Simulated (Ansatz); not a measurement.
Base system: CsPbBr$_{3}$ in the cubic perovskite structure (space group Pm-3m, No. 221).

```cif
data_Br3CsPb
_chemical_formula_sum 'Cs1 Pb1 Br3'
_space_group_name_H-M_alt 'Pm-3m'
_space_group_IT_number 221
_space_group_name_Hall '-P 4 2 3'
_cell_length_a 5.87207
_cell_length_b 5.87207
_cell_length_c 5.87207
_cell_angle_alpha 90.000
_cell_angle_beta 90.000
_cell_angle_gamma 90.000
loop_
_atom_site_label
_atom_site_type_symbol
_atom_site_symmetry_multiplicity
_atom_site_Wyckoff_symbol
_atom_site_fract_x
_atom_site_fract_y
_atom_site_fract_z
_atom_site_occupancy
Cs1 Cs 1 a 0.00000 0.00000 0.00000 1
Pb1 Pb 1 b 0.50000 0.50000 0.50000 1
Br1 Br 3 c 0.00000 0.50000 0.50000 1
```

The values are results of Ansatz (a program for electronic structure), PBEsol, PAW, cutoff 420 eV, no spin-orbit coupling, not measurements.

For the base:

```
Property                Value
-------------------  --------
Lattice parameter a  587.2 pm
```

Modification: a negative pressure, −1 GPa.

Question: Estimate the effect on the lattice parameter a.

Answer: The lattice parameter a grows by 10.4 pm (587.2 pm → 597.6 pm).

Question: What happens to the mean gap deformation potential ΔEg/Δln V?

Answer: The mean gap deformation potential ΔEg/Δln V is +3.9 eV.

With Pb present, leaving out spin-orbit coupling can change the band edges. Load acts through the strain it causes; cell and atoms are relaxed under it. Stability against distortions was not tested. Many cubic perovskites are stable only at high temperature; tilts and polar distortions were not tested. This is not the structure that CsPbBr3 has at room temperature and ambient pressure.
